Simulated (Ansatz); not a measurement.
The parent structure is TiC in the rock salt structure (space group Fm-3m, No. 225; relaxed with 0.1 eV smearing).

Space group Fm-3m (No. 225); a = b = c = 4.329 Å, α = β = γ = 90.00°

```csv
atom,site,symmetry,x,y,z
C,4a,m-3m,0.0000,0.0000,0.0000
Ti,4b,m-3m,0.5000,0.5000,0.5000
```
(The calculation used a cell of 2 atoms; values per cell refer to that cell.)

Computed with r2SCAN (Ansatz, a quantum-chemistry and plane-wave program; PAW; 500 eV plane waves; scalar-relativistic without spin-orbit coupling), earlier PAW set.

For the base:

```
Property   Result
--------  -------
Pressure  0.0 GPa
```

One thing is altered: an isotropic linear strain of −2.38 %; the atoms relax in the strained cell.

**Question.** How does this affect the pressure and energy relative to the base?

**Answer.** The pressure goes from zero to 21.9 GPa; the energy grows by 45 meV/atom.

Whether these cells are dynamically stable was not tested. All final runs are without spin polarisation.
